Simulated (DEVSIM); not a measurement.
System: abrupt InP p-n junction, at 300 K.

Layer 1 from the left is InP, thickness (μm) 0.300, Na (cm⁻³) 1.5e17, τn (s) 6.3e-8, τp (s) 6.3e-8. Layer 2 from the left is InP, thickness (μm) 130, Nd (cm⁻³) 6.4e15, τn (s) 6.3e-8, τp (s) 6.3e-8.

Left contact: ohmic. Right contact: ohmic. Voltage is applied to the left contact. Recombination: SRH at mid-gap, radiative, Auger. Mobility is constant in doping.

The device is made up for the run: typed textbook-type constants, with dimensions and the other settings drawn at random. Values at 300 K.

InP: gap (eV) 1.344, affinity (eV) 4.38, permittivity 12.5, Nc (cm⁻³) 5.7e17, Nv (cm⁻³) 1.1e19, μn (cm²/Vs) 5200, μp (cm²/Vs) 170, B (cm³/s) 1.2e-10, Cn (cm⁶/s) 9e-31, Cp (cm⁶/s) 9e-31.

Model (solved in DEVSIM): 1D drift-diffusion, Boltzmann statistics, complete ionisation; no tunnelling, impact ionisation, image-force lowering or self-heating.

**Question.** What does the simulation give for the largest field in the device at zero bias, the dark forward voltage at 1 A/cm², the dark forward voltage at 100 A/cm², the potential step across the device at zero bias?

**Answer.** largest field in the device at zero bias 44000 V/cm; dark forward voltage at 1 A/cm² 0.899 V; dark forward voltage at 100 A/cm² 1.257 V; potential step across the device at zero bias 1.117 V.
